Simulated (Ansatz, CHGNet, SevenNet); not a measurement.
# HgS (model structure, started from the cinnabar type, P3₂21, No. 154, 6 atoms in the cell): properties by level of theory

| level (code) | equilibrium lattice constant a (Å) | lattice parameter c (Å) |
|---|---|---|
| CHGNet 0.3.0 | 4.498 | 9.918 |
| SevenNet-0 | 4.394 | ? |
| LDA (Ansatz) | ? | 9.284 |
| PBE (Ansatz) | 4.460 | 9.749 |
| PBEsol (Ansatz) | 4.140 | 9.409 |

Complete the blanks.


- SevenNet-0, lattice parameter c (Å): 9.778
- LDA (Ansatz, a program for electronic structure), equilibrium lattice constant a (Å): 4.037

Ansatz's density-functional and Hartree–Fock values are scalar-relativistic unless marked +SOC, with PAW data made under PBE.

The computed numbers hold no vibrational or temperature effects.

A model structure was made by putting elements into a prototype or built by hand; here it ended with the formula and space group of a phase in our tables.
